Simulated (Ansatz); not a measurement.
## Effect of isotropic strain −2.08 % on Rh

Base system: Rh in the fcc (Cu type) structure (space group Fm-3m, No. 225; a = 3.832 Å; relaxed with 0.1 eV smearing).

The change: every lattice vector is shortened by 2.08 %, atoms relaxed at fixed cell.

All numbers come from PBE, PAW, 420 eV (Ansatz, an electronic-structure program; without spin-orbit coupling), earlier PAW set. k-mesh 29×29×29 (Γ-centred); smearing 0.1 eV (Fermi–Dirac).

The space group is still Fm-3m (No. 225) and the shortest interatomic distance falls by 0.0564 Å, from 2.710 Å to 2.653 Å. The energy grows by 48 meV/atom and the pressure goes from zero to 18.9 GPa. The band gap stays zero.

Final structure:

```
CELL_PARAMETERS angstrom
      0.00000     1.87623     1.87623
      1.87623     0.00000     1.87623
      1.87623     1.87623     0.00000
ATOMIC_POSITIONS crystal
  Rh 0.00000 0.00000 0.00000
```

No phonon test of stability was made. All final runs are without spin polarisation.
